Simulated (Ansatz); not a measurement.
Where the default PAW files enter, the runs use the earlier of Ansatz's two default sets.

By PBEsol, the system below comes out a metal.

Here is the system:

```
TiSi2
1.0
    3.53021     0.00000     0.00000
    0.00000     3.56517     0.00000
    1.76510     0.00000     6.55650
Ti Si
2 4
Cartesian
  3.53021   2.67388   1.35221
  1.76510   0.89129   5.20429
  3.53021   2.67388   5.79267
  1.76511   0.89129   0.76383
  1.76510   2.67388   3.28232
  3.53021   0.89129   3.27419
```

Space group of this cell: Cmcm. The cell is strained (lengths along the current scaled by 0.97, ions clamped); by PBEsol its mean pressure is 1.8 GPa.

The current flows along the normal of the first two printed cell vectors. No spin-orbit coupling; the value is a mean over 0.1 eV about the Fermi level.

Task: Predict the ballistic conductance per area from Ansatz (a quantum-chemistry and plane-wave program) with PBEsol.

Result: 0.24 × 10¹⁵ S/m² for both spins.
